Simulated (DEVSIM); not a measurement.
Structure: abrupt Si n-p junction, at 400 K.

```tsv
layer (left to right)	material	thickness (μm)	Nd (cm⁻³)	Na (cm⁻³)	τn (s)	τp (s)
1	Si	46.0	1.9e18	-	1.2e-7	1.2e-7
2	Si	290	-	1.1e15	1.2e-7	1.2e-7
```

Left contact: ohmic. Right contact: ohmic. Voltage is applied to the left contact. Recombination: SRH at mid-gap, Auger. Mobility is constant in doping.

Constants are typed, rounded textbook-type inputs, not results; the design itself was drawn at random and stands for no fabricated device. Values at 300 K; Nc and Nv go as T^1.5, mobilities as T to minus their exponent, the gap by Varshni's rule with the affinity fixed.

```
parameter               Si
----------------  --------
gap (eV)             1.124
affinity (eV)         4.05
permittivity          11.7
Nc (cm⁻³)          2.86e19
Nv (cm⁻³)           3.1e19
μn (cm²/Vs)           1417
μp (cm²/Vs)            470
T exponent of μn       2.3
T exponent of μp       2.2
Cn (cm⁶/s)         2.8e-31
Cp (cm⁶/s)         9.9e-32
Varshni α (eV/K)  0.000473
Varshni β (K)          636
```

Simulated with DEVSIM: 1D drift-diffusion, Boltzmann statistics, complete ionisation; no tunnelling, impact ionisation, image-force lowering or self-heating.

The minority lifetime in layer 2 was swept, all else fixed.

```
minority lifetime in layer 2 (s)  dark forward voltage at 1 A/cm² (V)
--------------------------------  -----------------------------------
3.6e-9                                                          0.937
1.2e-8                                                          0.941
3.6e-8                                                          0.942
1.2e-7                                                          0.926
3.6e-7                                                          0.869
1.2e-6                                                          0.743
3.6e-6                                                          0.621
```

From the first row to the last the dark forward voltage at 1 A/cm² goes from 0.937 to 0.621.
